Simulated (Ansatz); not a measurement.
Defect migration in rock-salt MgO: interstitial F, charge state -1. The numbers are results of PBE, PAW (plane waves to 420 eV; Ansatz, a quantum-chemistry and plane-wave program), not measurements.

Cell of 64 host sites held at the relaxed PBE lattice; the Γ point alone; Fermi-Dirac width 0.01 eV, spin-restricted; finite-size errors left in. Energies are static. The charge state is imposed; whether it is stable for some Fermi level was not computed. Sites that were not tried may lie lower.

Barriers: single points on a 2×2×2 k-point mesh shifted by half a step at the bands' geometries.

Relaxed starting cell (atoms counted from 1):

```xyz
65
Lattice="8.5072 0.0000 0.0000 0.0000 8.5072 0.0000 0.0000 0.0000 8.5072" Properties=species:S:1:pos:R:3 pbc="T T T"
Mg    -0.0074    -0.0041     0.0042
Mg    -0.0160    -0.0128     4.2566
Mg    -0.0160     4.2483    -0.0045
Mg    -0.0300     4.2788     4.2871
Mg     4.2450    -0.0128    -0.0045
Mg     4.2755    -0.0267     4.2872
Mg     4.2756     4.2789    -0.0184
Mg     4.2832     4.2865     4.2948
O      2.1164    -0.0403    -0.0320
O      2.1156    -0.0055     4.2653
O      2.1156     4.2570     0.0029
O      1.9149     4.4576     4.4659
O      6.3759    -0.0033     0.0050
O      6.4130    -0.0404     4.2645
O      6.4130     4.2562    -0.0321
O      6.3780     4.2570     4.2653
Mg    -0.0300     2.0971     2.1054
Mg    -0.0160     2.1276     6.3970
Mg    -0.0160     6.3887     2.1359
Mg    -0.0074     6.3800     6.3883
Mg     4.2833     2.0894     2.0976
Mg     4.2755     2.0970     6.4110
Mg     4.2755     6.4027     2.1053
Mg     4.2450     6.3887     6.3970
O      1.9148     1.9183     1.9266
O      2.1156     2.1189     6.3897
O      2.1156     6.3813     2.1272
O      2.1164     6.4162     6.4245
O      6.3780     2.1189     2.1272
O      6.4130     2.1197     6.4246
O      6.4130     6.4163     2.1280
O      6.3759     6.3792     6.3875
Mg     2.0937    -0.0266     2.1054
Mg     2.1243    -0.0128     6.3970
Mg     2.0863     4.2862     2.0979
Mg     2.0937     4.2788     6.4108
Mg     6.3854    -0.0128     2.1359
Mg     6.3767    -0.0041     6.3883
Mg     6.3993     4.2789     2.1053
Mg     6.3854     4.2483     6.3970
O     -0.0436    -0.0403     2.1281
O     -0.0066    -0.0033     6.3875
O     -0.0088     4.2570     2.1272
O     -0.0436     4.2562     6.4245
O      4.2537    -0.0054     2.1272
O      4.2528    -0.0404     6.4246
O      4.4546     4.4581     1.9262
O      4.2537     4.2570     6.3896
Mg     2.0937     2.0971    -0.0183
Mg     2.0864     2.0896     4.2946
Mg     2.1243     6.3886    -0.0044
Mg     2.0937     6.4025     4.2871
Mg     6.3855     2.1276    -0.0045
Mg     6.3992     2.0970     4.2872
Mg     6.3767     6.3800     0.0042
Mg     6.3855     6.3887     4.2566
O     -0.0436     2.1197    -0.0320
O     -0.0088     2.1189     4.2653
O     -0.0066     6.3792     0.0050
O     -0.0436     6.4162     4.2645
O      4.2537     2.1189     0.0029
O      4.4545     1.9179     4.4663
O      4.2528     6.4163    -0.0321
O      4.2537     6.3813     4.2653
F      3.1852     3.1879     3.1961
```
Cell charge -1.

End state 1 differs by these moves (Å; atoms that move under 0.08 Å are left out):

```
atom  element     Δx     Δy     Δz
----  -------  -----  -----  -----
12          O   0.20  -0.20  -0.20
16          O   0.20   0.20   0.20
25          O   0.20   0.20   0.20
29          O   0.20  -0.20  -0.20
47          O  -0.42   0.00   0.00
62          O  -0.42   0.00   0.00
65          F   2.12   0.00   0.00
```

Q: Give the forward and backward barriers to end state 1 at the level PBE, PAW.

A: forward 0.96 eV, backward 0.96 eV; at the saddle point atom 65 has neighbours 2 Mg at 1.78; 2 O at 2.10 Å. The saddle point's order was not checked, and it lies on a symmetry element of the cell, where a band can be held.
